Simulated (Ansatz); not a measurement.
# Input and output of a self-consistent single point for PtS2 (P-3m1, 3 atoms in the cell) (Ansatz)

Computed with PBE (plane waves, PAW; Ansatz, an electronic-structure program).

The input file:

Ansatz 0.2 input:
```yaml
# PtS2
crystal:
  lattice:
    - [3.504736, 0.000000, 0.000000]
    - [-1.752368, 3.035190, 0.000000]
    - [0.000000, 0.000000, 5.527666]
  atoms:
    - { symbol: Pt, position: [0.000000, 0.000000, 0.000000] }
    - { symbol: S, position: [0.666667, 0.333333, 0.779660] }
    - { symbol: S, position: [0.333333, 0.666667, 0.220340] }
kpoints:
  mp_grid: { grid: [6, 6, 3] }
hamiltonian:
  xc: pbe
  pseudopotentials: { kind: paw }
scf:
  occupations: { method: fermi_dirac, width: 0.05 eV }
output:
  forces: true
  eigenvalues: true
  stress: true
```

Log, with long lists cut:

```
WARN the atoms were moved onto the symmetric positions of the space group found under crystal.symmetry.tolerance 1.0e-5 (fractional …
WARN basis.ecutwfc = 420 eV, the default
WARN ansatz: RAYON_NUM_THREADS=1 ignored (pool sized by the plan → 1); use --threads N
Pseudopotentials: kind: paw
Pseudopotential: Pt, paw, valence charge 18
Pseudopotential: S, paw, valence charge 6
Crystal: 3 atoms, lattice volume = 58.801 Å³
Basis set: ecut = 420 eV, 1117 PW (Γ), exchange–correlation on 48×48×80 points (8 copies of the dense FFT grid, shifted against one another)
Bands: 19, of which v1, the nominal top of the filled ones, is band 15 counted from 1 (14 counted from 0)
Symmetry: 12 space group operations
Space group: P-3m1 (ITA 164), of the structure as read, at distance tolerance 3.9e-5 Å
k-points: 17 of 108
Initial density: superposition of atomic densities (neutral atoms: chi_scale 0, normalization atom), corrected by the library's trained network
Initial wavefunctions: pseudopotential atomic-orbital guess
Eigensolver: davidson
Functional: x = pbe(κ = 0.804, μ = 0.2195149727645171), c = pbe(β = 0.06672455060314922)
SCF iter   1: F=—  HF=-14328.165509 eV  |F-HF|=—  |Δ(HF+E_count)|=         —  Δρ=2.72e-3  dr2=4.68e-3  ethr=1.77e-3  ⟨swp⟩=5.7  Hψ=1662  notcnv=0
all-band conjugate gradients solve this SCF's bands
preconditioner: auto → Resta (q_TF=auto, 2.439 Å⁻¹)
SCF iter   2: F=—  HF=-14328.165676 eV  |F-HF|=—  |Δ(HF+E_count)|=   1.67e-4  Δρ=1.56e-3  dr2=1.77e-3  ethr=1.56e-5  ⟨swp⟩=2.3  Hψ=584  notcnv=0
SCF iter   3: F=—  HF=-14328.165746 eV  |F-HF|=—  |Δ(HF+E_count)|=   6.98e-5  Δρ=4.14e-4  dr2=1.06e-4  ethr=5.91e-6  ⟨swp⟩=2.0  Hψ=496  notcnv=0
SCF iter   4: F=—  HF=-14328.165743 eV  |F-HF|=—  |Δ(HF+E_count)|=   2.62e-6  Δρ=1.89e-4  dr2=2.12e-5  ethr=3.52e-7  ⟨swp⟩=2.3  Hψ=496  notcnv=0
SCF iter   5: F=—  HF=-14328.165755 eV  |F-HF|=—  |Δ(HF+E_count)|=   1.16e-5  Δρ=8.81e-5  dr2=1.13e-5  ethr=7.08e-8  ⟨swp⟩=2.0  Hψ=476  notcnv=0
SCF iter   6: F=—  HF=-14328.165755 eV  |F-HF|=—  |Δ(HF+E_count)|=   4.38e-8  Δρ=3.29e-5  dr2=1.15e-6  ethr=3.77e-8  ⟨swp⟩=2.0  Hψ=371  notcnv=0
SCF iter   7: F=-14328.165755 eV  HF=-14328.165755 eV  |F-HF|=3.23e-8  |Δ(HF+E_count)|=   3.18e-7  Δρ=4.43e-6  dr2=1.26e-8  ethr=3.33e-10  ⟨swp⟩=3.5  Hψ=1371  notcnv=0
SCF 1 converged in 7 iterations: F = -14328.165755 eV  dr2 = 1.26e-8
SCF converged after 7 iterations
Free energy (F): -14328.165755 eV
Harris-Foulkes:  -14328.165755 eV  (|F-HF|=3.23e-8)
Internal energy: -14328.165755 eV  (E = F + TS)
E sigma→0 (E₀):  -14328.165755 eV
Entropy (-TS):   -0.000000 eV (-0.000 meV/atom)
Fermi energy:    10.186014 eV
--- Per-component energies (eV) ---
  E_band       = -351.257046
  E_kinetic    = 853.086986
  E_local      = -3463.854934  (includes V_loc(G=0)·N_el)
  E_nonlocal   = 255.143059
  E_hartree    = 1390.669835
  E_xc         = -457.012938
  E_vxc        = -479.093897  (∫ρ·V_xc dr)
  E_paw        = -10654.037517  (= ΣΔE_a)
  E_vpaw       = -297.878363  (= ΣTr[D̂ρ^β])
  E_aug_tail   = 0.000185  (compensation charges beyond the density's cutoff)
  E_ewald      = -2252.160430
  E_smearing   = -0.000000  (= −TS)
  E_closure    = -0.000000  (closes the sum)
  Σ components = -14328.165755   (vs F -14328.165755, Δ=0.00e0)
--- Forces (eV/Å), atoms counted from 1 ---
  atom   1  Pt     0.00000000    -0.00000000     0.00000000
  atom   2  S     -0.00000000     0.00000000    -0.60435175
  atom   3  S      0.00000000    -0.00000000     0.60435175
  max |Σ_I F_I| component: 4.63e-18 eV/Å
--- Stress (GPa, compression-positive) ---
        8.761332      -0.000000      -0.000000
       -0.000000       8.761332       0.000000
       -0.000000       0.000000       5.232132
  P = ⅓ Tr σ = 7.5849 GPa (75.849 kbar)
  The stress holds the Pulay correction. Without it, at fixed plane waves, as pw.x and ABINIT print it: P = 7.5548 GPa
--- Band table (eV; the first three rows and the last of 17) ---
  k-point 0: bands = ["-89.6178", "-43.8523", "-43.8523", "-43.7620", "-5.4322", "-2.7506", "3.1068", "3.1507", "3.1507", "5.9553", "5.9553", "7.8910", "8.7901", "8.7901", "9.2825", "12.3028", "12.3028", "14.9158", "15.2746"]
  k-point 1: bands = ["-89.6178", "-43.8524", "-43.8524", "-43.7621", "-5.3231", "-3.0236", "3.1565", "3.1565", "3.6800", "5.9496", "5.9496", "7.6088", "8.7207", "8.7207", "8.7478", "12.4788", "12.4788", "15.0538", "16.4797"]
  k-point 2: bands = ["-89.6176", "-43.8589", "-43.8540", "-43.7612", "-5.0679", "-2.8797", "3.2748", "3.3683", "3.4928", "5.3727", "5.7328", "7.1797", "8.6794", "8.8120", "9.3775", "11.3052", "12.0403", "15.9328", "16.4805"]
  k-point 16: bands = ["-89.6172", "-43.8708", "-43.8708", "-43.7582", "-3.2835", "-3.2835", "3.4425", "3.5257", "3.5257", "5.4393", "5.4393", "6.3719", "6.5134", "8.1755", "8.1755", "11.5096", "11.5096", "16.3061", "17.8828"]
```

The run converged in 7 iterations.

The starting cell comes from a database of computed structures (which also holds hypothetical and non-ambient phases and stackings), without a prior relaxation at this level. Its lattice was rescaled by a random factor within 2.5 % of one. Spin-orbit coupling is off. With a pressure of about 8 GPa the cell is away from its equilibrium volume at this level. Ansatz's pressure includes its estimate of the finite-basis (Pulay) stress. Another mesh or the band path of this cell gives a smaller gap, so this value is not converged in the mesh.
